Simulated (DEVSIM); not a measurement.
System: Schottky contact on n-type GaN, at 300 K.

| layer (left to right) | material | thickness (μm) | Nd (cm⁻³) | τn (s) | τp (s) |
|---|---|---|---|---|---|
| 1 | GaN | 1.90 | 7.5e16 | 7.3e-8 | 7.3e-8 |

Left contact: Schottky, work function 5.03 eV, emission velocity 3.5e6 cm/s. Right contact: ohmic. Voltage is applied to the left contact. Recombination: SRH at mid-gap, Auger. Mobility is constant in doping.

The device is made up for the run: typed textbook-type constants, with dimensions and the other settings drawn at random. Values at 300 K.

| parameter | GaN |
|---|---|
| gap (eV) | 3.43 |
| affinity (eV) | 4.1 |
| permittivity | 9.5 |
| Nc (cm⁻³) | 2.3e18 |
| Nv (cm⁻³) | 4.6e19 |
| μn (cm²/Vs) | 1200 |
| μp (cm²/Vs) | 100 |
| Cn (cm⁶/s) | 1e-30 |
| Cp (cm⁶/s) | 1e-30 |

Simulated with DEVSIM: 1D drift-diffusion, Boltzmann statistics, complete ionisation; no tunnelling, impact ionisation, image-force lowering or self-heating. Metal contacts follow the ideal Schottky-Mott rule: no Fermi-level pinning, no interface dipoles.

Question: Give the dark forward current.

Answer: 
(V (V), J (A/cm²)): (0.05, 1.8e-9); (0.10, 1.4e-8); (0.15, 9.9e-8); (0.20, 6.9e-7); (0.30, 3.3e-5); (0.35, 0.00023); (0.40, 0.0016); (0.45, 0.011); (0.50, 0.075); (0.55, 0.51); (0.65, 24); (0.70, 150); (0.75, 770); (0.80, 2400)
